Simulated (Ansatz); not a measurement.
# PBE against r2SCAN: Al, isotropic strain −1.57 %

Take Al in the fcc (Cu type) structure (space group Fm-3m, No. 225; a = 4.041 Å; relaxed with 0.1 eV smearing) as the base.

(Cell as relaxed with PBE.)

Levels (all Ansatz, a program for electronic structure, PAW): PBE (420 eV, no SOC); r2SCAN (500 eV, no SOC).

Each level relaxes its own structure.

```json
[
 {"base": "volume per atom", "PBE": "16.50 Å³", "r2SCAN": "15.92 Å³"},
 {"base": "lattice parameter a", "PBE": "4.041 Å", "r2SCAN": "3.994 Å"},
 {"base": "band gap", "PBE": "zero", "r2SCAN": "zero"}
]
```

Modification: the cell is scaled by 0.9843 in all directions, atoms relaxed at fixed cell.

```json
[
 {"quantity": "energy relative to the base (free energy F)", "PBE": "+9.4 meV/atom", "r2SCAN": "+11 meV/atom"},
 {"quantity": "pressure", "PBE": "4.1 GPa", "r2SCAN": "4.9 GPa"}
]
```

PBE's energy relative to the base lies 1.4 meV/atom below r2SCAN's; PBE's pressure lies 0.8 GPa below r2SCAN's. Neither level is exact; r2SCAN is the comparison here, not a measurement.

Stability against distortions was not tested.
